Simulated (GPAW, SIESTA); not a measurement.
A SIESTA input for a self-consistent single point of Li₂O (Fm-3m, 3 atoms in the cell) (DFT, GGA PBE, numerical atomic orbitals TZP, PseudoDojo PBE standard norm-conserving potentials (rewritten from UPF to PSML)):

```
# files in the folder: Li.psml O.psml (PseudoDojo PBE standard)
SystemName  Li2O
SystemLabel siesta

NumberOfAtoms                3
NumberOfSpecies              2
%block ChemicalSpeciesLabel
  1 3 Li
  2 8 O
%endblock ChemicalSpeciesLabel
LatticeConstant              3.161003 Ang
%block LatticeVectors
     0.000000000    0.707106890    0.707106890
     0.707106890    0.000000000    0.707106890
     0.707106890    0.707106890    0.000000000
%endblock LatticeVectors
AtomicCoordinatesFormat      Ang
%block AtomicCoordinatesAndAtomicSpecies
     3.352750500    3.352750500    3.352750500  1
     1.117583500    1.117583500    1.117583500  1
     0.000000000    0.000000000    0.000000000  2
%endblock AtomicCoordinatesAndAtomicSpecies

XC.functional                GGA
XC.authors                   PBE
PAO.BasisSize                TZP
PAO.EnergyShift              0.01 Ry
PAO.Polarization.NonPerturbative true
MeshCutoff                   300 Ry
%block kgrid.MonkhorstPack
    6   0   0  0.0
    0   6   0  0.0
    0   0   6  0.0
%endblock kgrid.MonkhorstPack
OccupationFunction           FD
ElectronicTemperature        0.02 eV

MaxSCFIterations             150
SCF.Mixer.Method             Broyden
SCF.Mixer.Weight             0.25
SCF.Mixer.History            8
SCF.DM.Tolerance             1.0E-04
Diag.ParallelOverK           true
WriteForces                  true
```

Question: Give the GPAW input for the same structure, mesh, smearing and functional.

Answer: This is the input that was run; spellings and numerical settings could be chosen otherwise.

```python
from ase import Atoms
from ase.units import GPa
from gpaw import GPAW

atoms = Atoms(['Li', 'Li', 'O'],
              cell=[[0.000000, 2.235167, 2.235167],
                    [2.235167, 0.000000, 2.235167],
                    [2.235167, 2.235167, 0.000000]],
              scaled_positions=[[0.750000, 0.750000, 0.750000],
                                [0.250000, 0.250000, 0.250000],
                                [0.000000, 0.000000, 0.000000]],
              pbc=True)

calc = GPAW(mode={'name': 'pw', 'ecut': 900},
            xc='PBE',
            kpts={'size': (6, 6, 6), 'gamma': True},
            occupations={'name': 'fermi-dirac', 'width': 0.02},
            nbands=-8,
            convergence={'forces': 0.001, 'bands': -6},
            symmetry={'symmorphic': False, 'tolerance': 0.0005},
            maxiter=120,
            txt='-')

atoms.calc = calc

energy = atoms.get_potential_energy()
print('Energy (eV):', round(energy, 6))
forces = atoms.get_forces()
print('Forces (eV/Ang):')
print(forces.round(5))
stress = atoms.get_stress()
print('Stress (GPa, Voigt):', (stress / GPa).round(4))
```

Basis, cutoffs, solver keys and any potentials are the target program's own. This input uses DFT PBE, plane waves, GPAW PAW datasets PBE (gpaw-data 1.0.1).

The starting cell comes from a database of computed structures (which also holds hypothetical and non-ambient phases and stackings), without a prior relaxation at this level. Its lattice was rescaled by a random factor within 2.5 % of one. For this run, on top of that: lattice scaled by 0.98.
